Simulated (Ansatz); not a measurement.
**Hypothetical diamond B, response to strain**

Base system: B in the diamond structure (space group Fd-3m, No. 227; a = 4.0326 Å; a hypothetical phase, not in the database extracts checked; relaxed with 0.1 eV smearing).

Strains are applied to the cell and any free atomic positions relax.

Level of theory: PBEsol in Ansatz (plane waves to 420 eV, PAW, no spin-orbit coupling).

| isotropic strain (%) | pressure (GPa) |
|---|---|
| -5.95 | 46.3 |
| -2.17 | ? |
| 0 | 0.0 |
| 0.15 | -0.8 |
| 0.78 | -4.1 |

**Question.** Fit P = P₀ − Bδ + Cδ² with δ = (1 + ε)³ − 1 to the rows shown and predict the withheld row.

**Answer.** Least squares on the printed values gives P₀ = 0.0 GPa, B = 187 GPa, C = 527 GPa (largest residual 0.0 GPa); this predicts 14.0 GPa, and the run gives 13.5 GPa, 0.5 lower.

Stability against distortions was not tested.

Ansatz is a quantum-chemistry and plane-wave program.
